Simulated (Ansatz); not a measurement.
Results of r²SCAN+SOC in Ansatz (plane waves, PAW) for InP (model structure, started from the CdTe type, P6₄22, No. 181, 6 atoms in the cell).

Settings: plane-wave cutoff 560 eV, 18×18×6 k mesh (along the axes of the cell as run), Fermi–Dirac smearing 0.05 eV, PAW data made under PBE.

Cell (relaxed with PBEsol):

```cif
data_In3P3
_chemical_formula_sum 'In3 P3'
_space_group_name_H-M_alt 'P6422'
_space_group_IT_number 181
_space_group_name_Hall 'P 64 2 (0 0 2)'
_cell_length_a 4.12032
_cell_length_b 4.12032
_cell_length_c 9.24980
_cell_angle_alpha 90.000
_cell_angle_beta 90.000
_cell_angle_gamma 120.000
loop_
_atom_site_label
_atom_site_type_symbol
_atom_site_symmetry_multiplicity
_atom_site_Wyckoff_symbol
_atom_site_fract_x
_atom_site_fract_y
_atom_site_fract_z
_atom_site_occupancy
In1 In 3 c 0.50000 0.00000 0.00000 1
P1 P 3 d 0.50000 0.00000 0.50000 1
```

Problem. Estimate the band gap that the calculation returns.

Solution. 
band gap: 0.49 eV (on the SCF k mesh)

Note: the relaxation could raise the start's symmetry but not lower it, so the cell can be a saddle point; cell and atoms aren't relaxed at this level (pressure 1.5 GPa).

The computed numbers hold no vibrational or temperature effects.

A model structure was made by putting elements into a prototype or built by hand; it is no filed structure, need not be a known phase, and can be a saddle point held by its symmetry.

Ansatz is a quantum-chemistry and plane-wave program.
